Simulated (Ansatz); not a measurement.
Base system: PbTe in the rock salt structure (space group Fm-3m, No. 225; a = 6.534 Å). Axes: x, y, z lie along the cube axes.

Calculations: Kohn–Sham DFT with the r2SCAN functional, run in Ansatz (a first-principles code) with PAW and 500 eV plane waves, no spin-orbit coupling.

Perturbation: tensor shear ε_xy = +1.43 % (engineering shear γ = 0.0286); the atoms relax in the strained cell.

**Question.** Predict the stress tensor and what it implies for the stiffness.

**Answer.** Stress of the strained cell less that of the base (GPa, compression positive):
```
   0.01   -0.44    0.00
  -0.44    0.01    0.00
   0.00    0.00   -0.01
```

Then −Δσ/γ with γ = 2ε = 0.0286 gives secant stiffness values (nonlinear terms included at this strain): C66 ≈ 15 GPa.

Stability against distortions was not tested.
